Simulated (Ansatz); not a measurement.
## Ansatz run on SnSe2 (P-3m1, 3 atoms in the cell): self-consistent single point

Method of the run: PBE (plane waves, PAW; Ansatz, a quantum-chemistry and plane-wave program).

Input as run:

Ansatz 0.2 input:
```yaml
# SnSe2
crystal:
  lattice:
    - [1.90500000, -3.29955679, 0.00000000]
    - [1.90500000, 3.29955679, 0.00000000]
    - [0.00000000, 0.00000000, 6.14000000]
  atoms:
    - { symbol: Sn, position: [0.00000000, 0.00000000, 0.00000000] }
    - { symbol: Se, position: [0.33333333, 0.66666667, 0.25000000] }
    - { symbol: Se, position: [0.66666667, 0.33333333, 0.75000000] }
basis:
  ecutwfc: 420.0
kpoints:
  mp_grid: { grid: [7, 7, 4] }
hamiltonian:
  xc: pbe
  pseudopotentials: { kind: paw }
scf:
  occupations: { method: fermi_dirac, width: 0.05 }
output:
  forces: true
  eigenvalues: true
  stress: true
```

Output, abridged:

```
WARN ansatz: RAYON_NUM_THREADS=1 ignored (pool sized by the plan → 1); use --threads N
Pseudopotentials: kind: paw
Pseudopotential: Sn, paw, valence charge 14
Pseudopotential: Se, paw, valence charge 16
Crystal: 3 atoms, lattice volume = 77.188 Å³
Basis set: ecut = 420 eV, 1509 PW (Γ), exchange–correlation on 54×54×90 points (8 copies of the dense FFT grid, shifted against one another)
Bands: 28, of which v1, the nominal top of the filled ones, is band 23 counted from 1 (22 counted from 0)
Symmetry: 12 space group operations
Space group: P-3m1 (ITA 164), of the structure as read, at distance tolerance 4.3e-5 Å
k-points: 28 of 196
Initial density: superposition of atomic densities (neutral atoms: chi_scale 0, normalization atom), corrected by the library's trained network
Initial wavefunctions: pseudopotential atomic-orbital guess
Eigensolver: davidson
Functional: x = pbe(κ = 0.804, μ = 0.2195149727645171), c = pbe(β = 0.06672455060314922)
SCF iter   1: F=—  HF=-16963.281444 eV  |F-HF|=—  |Δ(HF+E_count)|=         —  Δρ=1.55e-3  dr2=2.75e-3  ethr=1.77e-3  ⟨swp⟩=6.4  Hψ=3486  notcnv=0
all-band conjugate gradients solve this SCF's bands
preconditioner: auto → Resta (q_TF=auto, 2.503 Å⁻¹)
SCF iter   2: F=—  HF=-16963.280181 eV  |F-HF|=—  |Δ(HF+E_count)|=   1.26e-3  Δρ=7.08e-4  dr2=2.33e-4  ethr=5.98e-6  ⟨swp⟩=2.5  Hψ=1577  notcnv=0  defer=2
SCF iter   3: F=—  HF=-16963.280277 eV  |F-HF|=—  |Δ(HF+E_count)|=   9.66e-5  Δρ=3.40e-4  dr2=4.67e-5  ethr=5.06e-7  ⟨swp⟩=2.0  Hψ=1413  notcnv=0  defer=2
SCF iter   4: F=—  HF=-16963.280311 eV  |F-HF|=—  |Δ(HF+E_count)|=   3.37e-5  Δρ=9.90e-5  dr2=4.57e-6  ethr=1.01e-7  ⟨swp⟩=2.0  Hψ=994  notcnv=0  defer=2
SCF iter   5: F=—  HF=-16963.280316 eV  |F-HF|=—  |Δ(HF+E_count)|=   5.09e-6  Δρ=1.79e-5  dr2=2.59e-7  ethr=9.93e-9  ⟨swp⟩=2.0  Hψ=994  notcnv=0  defer=2
SCF iter   6: F=-16963.280317 eV  HF=-16963.280317 eV  |F-HF|=2.51e-8  |Δ(HF+E_count)|=   3.22e-7  Δρ=5.74e-6  dr2=3.28e-8  ethr=2.17e-10  ⟨swp⟩=7.1  Hψ=3520  notcnv=0
SCF 1 converged in 6 iterations: F = -16963.280317 eV  dr2 = 3.28e-8
SCF converged after 6 iterations
Free energy (F): -16963.280317 eV
Harris-Foulkes:  -16963.280317 eV  (|F-HF|=2.51e-8)
Internal energy: -16963.280291 eV  (E = F + TS)
E sigma→0 (E₀):  -16963.280304 eV
Entropy (-TS):   -0.000026 eV (-0.009 meV/atom)
Fermi energy:    8.518314 eV
--- Per-component energies (eV) ---
  E_band       = -857.649789
  E_kinetic    = 426.568396
  E_local      = -6087.768811  (includes V_loc(G=0)·N_el)
  E_nonlocal   = -1222.480797
  E_hartree    = 3121.570778
  E_xc         = -590.466858
  E_vxc        = -292.201411  (∫ρ·V_xc dr)
  E_paw        = -7963.835143  (= ΣΔE_a)
  E_vpaw       = 75.095687  (= ΣTr[D̂ρ^β])
  E_aug_tail   = -0.001228  (compensation charges beyond the density's cutoff)
  E_ewald      = -4646.866627
  E_smearing   = -0.000026  (= −TS)
  E_closure    = 0.000000  (closes the sum)
  Σ components = -16963.280317   (vs F -16963.280317, Δ=0.00e0)
--- Forces (eV/Å), atoms counted from 1 ---
  atom   1  Sn     0.00000000    -0.00000000     0.00000000
  atom   2  Se    -0.00000000    -0.00000000     0.71313654
  atom   3  Se    -0.00000000     0.00000000    -0.71313654
  max |Σ_I F_I| component: 2.22e-16 eV/Å
--- Stress (GPa, compression-positive) ---
        4.875510       0.000000       0.000000
        0.000000       4.875510      -0.000000
        0.000000       0.000000       6.115987
  P = ⅓ Tr σ = 5.2890 GPa (52.890 kbar)
  The stress holds the Pulay correction. Without it, at fixed plane waves, as pw.x and ABINIT print it: P = 5.2506 GPa
--- Band table (eV; the first three rows and the last of 28) ---
  k-point 0: bands = ["-38.6809", "-38.6809", "-38.6808", "-38.6808", "-38.6474", "-38.6474", "-38.6467", "-38.6467", "-38.6342", "-38.6340", "-13.1492", "-13.1492", "-13.1106", "-13.0964", "-13.0964", "-5.8672", "-4.1066", "2.0258", "7.4356", [...]
  k-point 1: bands = ["-38.6809", "-38.6809", "-38.6808", "-38.6808", "-38.6473", "-38.6473", "-38.6468", "-38.6468", "-38.6342", "-38.6340", "-13.1492", "-13.1492", "-13.1106", "-13.0964", "-13.0964", "-5.7877", "-4.2728", "2.4339", "6.9331", [...]
  k-point 2: bands = ["-38.6809", "-38.6809", "-38.6808", "-38.6808", "-38.6472", "-38.6472", "-38.6469", "-38.6469", "-38.6341", "-38.6341", "-13.1492", "-13.1492", "-13.1105", "-13.0964", "-13.0964", "-5.6914", "-4.4506", "2.9524", "6.0464", [...]
  k-point 27: bands = ["-38.6806", "-38.6806", "-38.6804", "-38.6804", "-38.6473", "-38.6472", "-38.6472", "-38.6470", "-38.6337", "-38.6337", "-13.1824", "-13.1561", "-13.1014", "-13.0902", "-13.0751", "-3.9434", "-3.6547", "0.8085", "3.7480", [...]
```

The run converged in 6 iterations.

The starting cell has typed, rounded lattice constants, without a prior relaxation at this level. With a pressure of about 5 GPa the cell is away from its equilibrium volume at this level. Ansatz's pressure includes its estimate of the finite-basis (Pulay) stress.
